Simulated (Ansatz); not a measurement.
Start from InSb in the zinc blende structure (space group F-43m, No. 216; a = 6.635 Å).

The values are results of Kohn–Sham DFT with the PBE functional, run in Ansatz (a program for electronic structure) with PAW and 420 eV plane waves, without spin-orbit coupling, not measurements.

Strains are applied to the cell and any free atomic positions relax.

One change was made to it. Results:

The pressure goes from zero to -2.3 GPa; the energy goes up by 21 meV/atom.

### Question
Name the change that was made.
A) isotropic strain +2.00 %
B) isotropic strain +2.50 %
C) isotropic strain +1.00 %
D) isotropic strain +3.00 %

### Answer
B, isotropic strain +2.50 %. For comparison, the energy relative to the base in the other runs: isotropic strain +1.00 % gives +3.6 meV/atom; isotropic strain +2.00 % gives +14 meV/atom; isotropic strain +3.00 % gives +30 meV/atom.

Whether these cells are dynamically stable was not tested. All final runs are without spin polarisation.
